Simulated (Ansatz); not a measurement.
Start from KBr in the rock salt structure (space group Fm-3m, No. 225; a = 6.550 Å). Axes: x, y, z lie along the cube axes.

Computed with PBEsol (Ansatz, a first-principles code; PAW; 420 eV plane waves; scalar-relativistic without spin-orbit coupling).

For the base:

* **Valence-band top at Γ**: 0.00, 0.00, 0.00 eV
* **Shortest interatomic distance**: 6.188 bohr

It is then changed as follows: a free-standing slab of 3 layers (6 atoms, 2 a layer) is cut normal to the z axis, with 15 Å of vacuum and the in-plane cell held at bulk.

What does the calculation give for the valence-band top at Γ after the change?

The valence-band top at Γ (three highest levels, from the VBM) goes from 0.00, 0.00, 0.00 eV to 0.00, 0.00, -0.06 eV.

Predict the new gap character.

The gap character is direct at Γ.

Predict the new shortest interatomic distance.

The shortest interatomic distance decreases by 0.0819 bohr (6.188 bohr → 6.107 bohr).

Gaps are read on the SCF mesh and a high-symmetry path. Stability against distortions was not tested. k-point labels follow each cell's own Brillouin zone.
